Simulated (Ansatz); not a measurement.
Base system: MgO in the rock salt structure (space group Fm-3m, No. 225; a = 4.159 Å). Axes: x, y, z lie along the cube axes.

Computed with Kohn–Sham DFT with the LDA functional, run in Ansatz (an electronic-structure program) with PAW and 420 eV plane waves, scalar-relativistic without spin-orbit coupling.

Strains are applied to the cell and any free atomic positions relax.

One change was made to it. Results:

The band gap shrinks by 0.12 eV (5.03 eV → 4.91 eV); the energy rises by 3.6 meV/atom; the gap character stays direct at Γ; the valence-band top at Γ (three highest levels, from the VBM) becomes 0.00, -0.12, -0.22 eV (base: 0.00, 0.00, 0.00 eV).

Q: Which of these changes matches the shifts?
(A) tensor shear ε_xy = +1.43 %
(B) tensor shear ε_xy = +2.00 %
(C) tensor shear ε_xy = +0.86 %

A: A, tensor shear ε_xy = +1.43 %. For comparison, the band gap in the other runs: tensor shear ε_xy = +2.00 % gives 4.86 eV; tensor shear ε_xy = +0.86 % gives 4.96 eV.

Stability against distortions was not tested. k-point labels follow each cell's own Brillouin zone.
